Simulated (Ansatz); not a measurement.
System: Hf (P6/mmm, No. 191, 3 atoms in the cell; start mp-1009460; another form than the element's usual one). Method: PBEsol in Ansatz (PAW).

Numerical settings: plane-wave cutoff 520 eV, 12×12×18 k mesh (along the axes of the cell as run), Fermi–Dirac smearing 0.05 eV, scalar-relativistic PAW data made under PBE.

Cell (relaxed at this level):

```yaml
crystal:
  lattice:
    - [4.91917, 0.00000, 0.00000]
    - [-2.45958, 4.26012, 0.00000]
    - [0.00000, 0.00000, 3.06108]
  atoms:
    - { symbol: Hf, position: [0.66667, 0.33333, 0.50000] }
    - { symbol: Hf, position: [0.33333, 0.66667, 0.50000] }
    - { symbol: Hf, position: [0.00000, 0.00000, 0.00000] }
```

### Question
What does this level give for the bulk modulus B0?

### Answer

- bulk modulus B0 = 115 GPa

The run finds no gap.

Note: the bulk modulus is −V dP/dV from two relaxed cells at ±2 % in volume; the relaxation could not lower the start's symmetry, so the cell can be a saddle point above a distorted one.

Spin–orbit coupling is not included.

The computed numbers hold no vibrational or temperature effects.

A start named mp-… is a Materials Project structure, which need not be a measured phase.

Ansatz is a quantum-chemistry and plane-wave program.
